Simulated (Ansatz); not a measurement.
Start from an 8-atom supercell of GaP in the zinc blende structure (space group F-43m, No. 216; a = 5.439 Å) at its relaxed geometry.

Method: PBEsol (Ansatz, an electronic-structure program; PAW; 420 eV plane waves; no spin-orbit coupling), earlier PAW set.

For the base:

The mean distance from the defect site to its nearest host atoms comes out as 2.36 Å. The pressure is 0.0 GPa.

One thing is altered: one Ga atom is replaced by Ag, atoms relaxed at fixed cell, starting from a slightly rattled geometry.

Tabulated Pauling electronegativity and covalent radius: Ga 1.81, 1.22 Å; Ag 1.93, 1.45 Å.

### Question
What happens to the mean distance from the defect site to its nearest host atoms and pressure?

### Answer
The mean distance from the defect site to its nearest host atoms goes up by 0.036 Å, from 2.36 Å to 2.39 Å; the pressure goes from zero to 1.3 GPa.

Other magnetic orders, which the real material may have, were not ruled out. In so small a cell the defect repeats every few ångströms: this is an ordered compound, not a dilute defect. The mesh was chosen for an insulator and is coarse for the gapless case. Seeded moments were not kept for Ag on a Ga site. The defect cell is spin-polarised and ends with 0.0 μB.
